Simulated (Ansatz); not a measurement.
Band structure of MgTi2Fe4O10 (P1, 17 atoms in the cell).

```yaml
crystal:
  lattice:
    - [5.05024, 0.00000, 0.00000]
    - [-2.44656, 4.96725, 0.00000]
    - [-0.07652, -2.89526, 7.11960]
  atoms:
    - { symbol: Mg, position: [0.42875, 0.87215, 0.77247] }
    - { symbol: Ti, position: [0.01711, 0.06012, 0.51723] }
    - { symbol: Ti, position: [0.00896, 0.96302, 0.03336] }
    - { symbol: Fe, position: [0.21521, 0.42502, 0.90123], spin: 4.0 }
    - { symbol: Fe, position: [0.76682, 0.54904, 0.59492], spin: 4.0 }
    - { symbol: Fe, position: [0.64443, 0.26351, 0.19727], spin: 4.0 }
    - { symbol: Fe, position: [0.37135, 0.75430, 0.31488], spin: 4.0 }
    - { symbol: O, position: [0.19379, 0.99162, 0.24988] }
    - { symbol: O, position: [0.84918, 0.01274, 0.72506] }
    - { symbol: O, position: [0.60237, 0.85089, 0.03209] }
    - { symbol: O, position: [0.74725, 0.15780, 0.41558] }
    - { symbol: O, position: [0.39701, 0.19937, 0.97117] }
    - { symbol: O, position: [0.20318, 0.82233, 0.53681] }
    - { symbol: O, position: [0.04693, 0.38419, 0.14492] }
    - { symbol: O, position: [0.65842, 0.62642, 0.35344] }
    - { symbol: O, position: [0.00693, 0.64848, 0.85181] }
    - { symbol: O, position: [0.34231, 0.41897, 0.63786] }
```
(The spins are starting values, not results.)

Level of theory: PBEsol, default PAW files made with PBE (plane waves; Ansatz, a program for electronic structure).

Settings: basis.ecutwfc = 30.9 Ry; kpoints.mp_grid.grid = 5 4 3; hamiltonian.xc = pbesol; hamiltonian.pseudopotentials = {kind: paw} (the program's default PAW files); magnetization.spin_polarized = true; scf.occupations.method = fermi_dirac; scf.occupations.width = 0.0015 Ry; kpoints.band_path.path = [[0.0, 0.0, 0.5], [0.0, 0.0, 0.0], [-0.5, 0.0, 0.0]]; kpoints.band_path.npoints = 6.

The starting cell comes from a database of computed structures (which also holds hypothetical and non-ambient phases and stackings), without a prior relaxation at this level. Its lattice was rescaled by a random factor within 2.5 % of one. The magnetic order is the one reached from the typed start; others were not searched systematically. The program warned that, by what it read of turns of the moments, another magnetic order lies lower.

Levels in eV from the Fermi level, bands 85 to 92 of the first spin channel:
```tsv
point	85	86	87	88	89	90	91	92
X	-0.84	-0.76	-0.41	0.02	1.79	1.87	2.10	2.15
Γ	-0.95	-0.57	-0.37	-0.02	1.75	1.87	2.07	2.22
Y	-0.93	-0.77	-0.45	-0.06	1.76	1.83	2.06	2.12
```

No band crosses the Fermi level by more than 0.03 eV along this path.

The net moment of the cell came out as 17.86 μB.

Keys are those of Ansatz 0.2.
